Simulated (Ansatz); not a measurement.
CsCl-type ScPd

These are PBEsol in Ansatz (PAW) values and carry that method's errors.

Run with plane-wave cutoff 500 eV, 16×16×16 k mesh, Fermi–Dirac smearing 0.1 eV, scalar-relativistic PAW data made under PBE.

Cell (relaxed at this level):

```xyz
2
Lattice="3.2665 0.0000 0.0000 0.0000 3.2665 0.0000 0.0000 0.0000 3.2665" Properties=species:S:1:pos:R:3 pbc="T T T"
Sc     1.6332     1.6332     1.6332
Pd     0.0000     0.0000     0.0000
```

```json
{
  "band_gap": "none"
}
```

Spin–orbit coupling is not included.

Ansatz is a quantum-chemistry and plane-wave program.
